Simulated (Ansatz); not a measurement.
Results of PBEsol in Ansatz (plane waves, PAW) for fluorite HfO2 (high-temperature phase).

Run with plane-wave cutoff 520 eV, 8×8×8 k mesh, scalar-relativistic PAW data made under PBE.

Computed at the level's own relaxed cell.

Estimate the elastic constant C11, elastic constant C44, Young modulus and elastic constant C12 that the calculation returns.


elastic constant C11: 577 GPa
elastic constant C44: 70.1 GPa
Young modulus: 305 GPa
elastic constant C12: 109 GPa

Note: symmetry holds this phase in the static calculation, where it need not be a minimum; held by symmetry at 0 K, a high-temperature phase can be a saddle point.

Elastic constants are with the ions relaxed.

Spin–orbit coupling is not included.

Static lattice: no zero-point or thermal effects.

Ansatz is a first-principles code.
